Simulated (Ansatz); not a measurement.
The reference is ZnSiP₂ in the chalcopyrite structure (space group I-42d, No. 122; a = 5.353 Å, c = 10.445 Å). Axes: x, y, z lie along a, b, c of the conventional cell.

Computed with PBEsol (Ansatz, a program for electronic structure; PAW; 420 eV plane waves; without spin-orbit coupling).

Strains are applied to the cell and any free atomic positions relax; under biaxial strain the out-of-plane vector relaxes too.

One change was made to it. Results:

The energy goes up by 7.9 meV/atom; the pressure (mean of the normal stresses, compression positive) goes from zero to -1.96 GPa; the hole mass changes from 0.16 mₑ along c, 0.37 mₑ across (at Γ) to 0.16 mₑ out of plane, 0.36 mₑ in plane (at Γ); the width of the top valence band goes up by 0.06 eV to 1.36 eV; the band gap shrinks by 0.24 eV to 0.92 eV.

**Question.** Which change produced these results?
A) biaxial strain +1.50 %, plane normal [001], relaxed out of plane
B) biaxial strain +2.25 %, plane normal [001], relaxed out of plane
C) biaxial strain +0.75 %, plane normal [001], relaxed out of plane
D) biaxial strain +3.00 %, plane normal [001], relaxed out of plane

**Answer.** B, biaxial strain +2.25 %, plane normal [001], relaxed out of plane. For comparison, the band gap in the other runs: biaxial strain +0.75 %, plane normal [001], relaxed out of plane gives 1.08 eV; biaxial strain +1.50 %, plane normal [001], relaxed out of plane gives 1.00 eV; biaxial strain +3.00 %, plane normal [001], relaxed out of plane gives 0.85 eV.

Effective masses come from finite differences of ±0.01 Å⁻¹. No phonon test of stability was made.
